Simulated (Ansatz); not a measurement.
Start from SrTiO$_{3}$ in the cubic perovskite structure (space group Pm-3m, No. 221).

```
CELL_PARAMETERS angstrom
      3.90753     0.00000     0.00000
      0.00000     3.90753     0.00000
      0.00000     0.00000     3.90753
ATOMIC_POSITIONS crystal
  Sr 0.00000 0.00000 0.00000
  Ti 0.50000 0.50000 0.50000
  O  0.00000 0.50000 0.50000
  O  0.50000 0.50000 0.00000
  O  0.50000 0.00000 0.50000
```

Cartesian axes are those of the cell as printed.

Computed with r2SCAN in Ansatz (plane waves to 500 eV, PAW, spin-orbit coupling left out), earlier PAW set.

For the base:

| Item | Value |
|---|---|
| Band gap | 2.27 eV |

One thing is altered: strain tensor (xx, yy, zz, yz, xz, xy) = (+1.34, −1.70, +0.83, +0.64, −0.08, −0.89) %, atoms relaxed at fixed cell.

**Question.** What happens to the stress?

**Answer.** The stress (xx, yy, zz, yz, xz, xy; compression positive) amounts to (-3.45, 4.10, -2.34, -1.54, 0.18, 2.14) GPa.

**Question.** Estimate the effect on the energy relative to the base.

**Answer.** The energy increases by 7.2 meV/atom.

**Question.** What does the calculation give for the band gap after the change?

**Answer.** The band gap drops by 0.09 eV (2.27 eV → 2.18 eV).

No phonon test of stability was made. All final runs are without spin polarisation. Many cubic perovskites are stable only at high temperature; tilts and polar distortions were not tested.

Ansatz is an electronic-structure program.
